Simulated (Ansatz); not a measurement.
A computed series for hypothetical rock salt PdGe: pressure series

Take PdGe in the rock salt structure (space group Fm-3m, No. 225; a = 5.215 Å; a hypothetical phase, not in the database extracts checked) as the base.

Cell and atoms are relaxed at each pressure.

The values are results of DFT with PBE, PAW potentials and a 420 eV plane-wave cutoff in Ansatz (an electronic-structure program), spin-orbit coupling left out, earlier PAW set, not measurements.

```tsv
pressure (GPa)	volume per atom (Å³/atom)
-1	17.898
0	17.727
3	17.269
7	16.754
15	15.938
30	14.840
50	13.826
75	?
100	12.258
```

Task: Fit the third-order Birch–Murnaghan form P(V) = (3B₀/2)[(V₀/V)^(7/3) − (V₀/V)^(5/3)]·[1 + (3/4)(B₀′ − 4)((V₀/V)^(2/3) − 1)] (squares taken in P) to the rows shown and predict the withheld row.

Result: Least squares on the printed values gives V₀ = 17.723 Å³/atom, B₀ = 109 GPa, B₀′ = 4.9; this predicts 12.927 Å³/atom, and the run gives 12.929 Å³/atom, 0.002 higher.

Load acts through the strain it causes; cell and atoms are relaxed under it. No phonon test of stability was made. No other phases were tried under pressure. All final runs are without spin polarisation.
